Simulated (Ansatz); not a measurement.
# Convergence series on Tl3Zn (Pm-3m, 4 atoms in the cell)

```cif
data_Tl3Zn
_chemical_formula_sum 'Zn1 Tl3'
_space_group_name_H-M_alt 'P 1'
_space_group_IT_number 1
_cell_length_a 4.80099
_cell_length_b 4.80099
_cell_length_c 4.80099
_cell_angle_alpha 90.000
_cell_angle_beta 90.000
_cell_angle_gamma 90.000
loop_
_space_group_symop_operation_xyz
  'x, y, z'
loop_
_atom_site_label
_atom_site_type_symbol
_atom_site_fract_x
_atom_site_fract_y
_atom_site_fract_z
_atom_site_occupancy
Zn1 Zn 0.00000 0.00000 0.00000 1
Tl1 Tl 0.50000 0.00000 0.50000 1
Tl2 Tl 0.00000 0.50000 0.50000 1
Tl3 Tl 0.50000 0.50000 0.00000 1
```

Level of theory: LDA (PW92), default PAW files made with PBE (plane waves; Ansatz, a quantum-chemistry and plane-wave program).

The starting cell comes from a database of computed structures (which also holds hypothetical and non-ambient phases and stackings), without a prior relaxation at this level. In the base run, with a pressure of about -4 GPa the cell is away from its equilibrium volume at this level. Ansatz's pressure includes its estimate of the finite-basis (Pulay) stress.

Held fixed: basis.ecutwfc = 30.9 Ry; hamiltonian.xc = lda; hamiltonian.pseudopotentials = {kind: paw} (the program's default PAW files); scf.occupations.method = cold; scf.occupations.width = 0.02 Ry.

ΔF is the free energy per atom less that of the last row (17 17 17).

```json
[
 {"kpoints.mp_grid.grid": "1 1 1", "ΔF (meV/atom)": "1341.0", "pressure (GPa)": "9.29", "k-points": "1", "iterations": "10"},
 {"kpoints.mp_grid.grid": "2 2 2", "ΔF (meV/atom)": "100.6", "pressure (GPa)": "-2.44", "k-points": "4", "iterations": "7"},
 {"kpoints.mp_grid.grid": "3 3 3", "ΔF (meV/atom)": "-69.6", "pressure (GPa)": "-4.15", "k-points": "4", "iterations": "7"},
 {"kpoints.mp_grid.grid": "4 4 4", "ΔF (meV/atom)": "-31.8", "pressure (GPa)": "-4.28", "k-points": "10", "iterations": "7"},
 {"kpoints.mp_grid.grid": "5 5 5", "ΔF (meV/atom)": "-17.6", "pressure (GPa)": "-4.19", "k-points": "10", "iterations": "7"},
 {"kpoints.mp_grid.grid": "6 6 6", "ΔF (meV/atom)": "-7.7", "pressure (GPa)": "-4.42", "k-points": "20", "iterations": "7"},
 {"kpoints.mp_grid.grid": "7 7 7", "ΔF (meV/atom)": "3.8", "pressure (GPa)": "-4.16", "k-points": "20", "iterations": "7"},
 {"kpoints.mp_grid.grid": "8 8 8", "ΔF (meV/atom)": "3.5", "pressure (GPa)": "-4.11", "k-points": "35", "iterations": "7"},
 {"kpoints.mp_grid.grid": "9 9 9", "ΔF (meV/atom)": "-0.35", "pressure (GPa)": "-4.10", "k-points": "35", "iterations": "7"},
 {"kpoints.mp_grid.grid": "11 11 11", "ΔF (meV/atom)": "-2.1", "pressure (GPa)": "-4.12", "k-points": "56", "iterations": "7"},
 {"kpoints.mp_grid.grid": "14 14 14", "ΔF (meV/atom)": "-1.38", "pressure (GPa)": "-4.20", "k-points": "120", "iterations": "7"},
 {"kpoints.mp_grid.grid": "17 17 17", "ΔF (meV/atom)": "0.00", "pressure (GPa)": "-4.15", "k-points": "165", "iterations": "7"}
]
```

Energy within 5 meV/atom of the last row: from kpoints.mp_grid.grid = 7 7 7 on; the one before it is off by 7.7 meV/atom.

Pressure within 1 GPa of the last row: from kpoints.mp_grid.grid = 3 3 3 on; the one before it is off by 1.7 GPa. The value it settles on is -4.2 GPa at this level of theory and with the other settings as held.

Keys are those of Ansatz 0.2.
